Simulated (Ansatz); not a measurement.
The starting structures come from a database of crystals and need not be the phases stable at ambient conditions.

Inside the gap of an insulator the Bloch states are evanescent, with a wavenumber k + iκ along the transport direction.

Here is the system:

```
TaTlS3
1.0
    3.48627     0.00000     0.00000
    0.00000    14.23323     0.00000
    0.00000     0.00000     9.12364
Ta Tl S
4 4 12
Direct
  0.75000   0.06990   0.66101
  0.25000   0.93010   0.33899
  0.25000   0.56990   0.83899
  0.75000   0.43010   0.16101
  0.25000   0.32869   0.53207
  0.75000   0.67131   0.46793
  0.75000   0.82869   0.96793
  0.25000   0.17131   0.03207
  0.75000   0.89980   0.52602
  0.25000   0.10020   0.47398
  0.25000   0.39980   0.97398
  0.75000   0.60020   0.02602
  0.75000   0.21554   0.75821
  0.25000   0.78446   0.24179
  0.25000   0.71554   0.74179
  0.75000   0.28446   0.25821
  0.75000   0.49940   0.68644
  0.25000   0.50060   0.31356
  0.25000   0.99940   0.81356
  0.75000   0.00060   0.18644
```

Space group of this cell: Pnma. The cell was relaxed by PBE-D3(BJ); by PBEsol its mean pressure is -1.1 GPa.

Transport runs along the normal of the first two printed cell vectors.

The gap is the functional's own. No spin-orbit coupling. Mid-gap values are interpolated on the energy grid.

Question: Give the band gap and the smallest decay constant κ at mid-gap that PBEsol in Ansatz (a program for electronic structure) yields.

Answer: Gap 0.24 eV on a 10×2×4 mesh; κ = 0.134 1/Å, at the zone centre.
